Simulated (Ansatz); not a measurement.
YPd3 (Pm-3m): band-structure transport figures

Input:

```
CELL_PARAMETERS angstrom
      4.05642     0.00000     0.00000
      0.00000     4.05642     0.00000
      0.00000     0.00000     4.05642
ATOMIC_POSITIONS crystal
  Y  0.00000 0.00000 0.00000
  Pd 0.50000 0.50000 0.00000
  Pd 0.00000 0.50000 0.50000
  Pd 0.50000 0.00000 0.50000
```

These are PBEsol with spin-orbit coupling, rigid bands (plane waves, PAW; Ansatz, a first-principles code) values and carry that method's errors. Condition of this run: spin-orbit coupling switched on. Geometry: cell and atoms relaxed with PBEsol.

```yaml
density of states at the Fermi level: 2.25 states/(eV·cell), both spins
bare Sommerfeld coefficient: 1.33 mJ/(mol of atoms·K²)
drude_plasma_energy: 4.6 eV
root-mean-square Fermi velocity: 4.9e5 m/s
resistivity times τ: 23 ×10⁻²² Ω·m·s
```

A metal at this level (no band gap); rigid bands, thermally averaged at 300 K, both spins. τ is one relaxation time for all states.

Formula and space group known from diffraction (Crystallography Open Database), not checked to be the room-temperature form: YPd3 (Pm-3m).
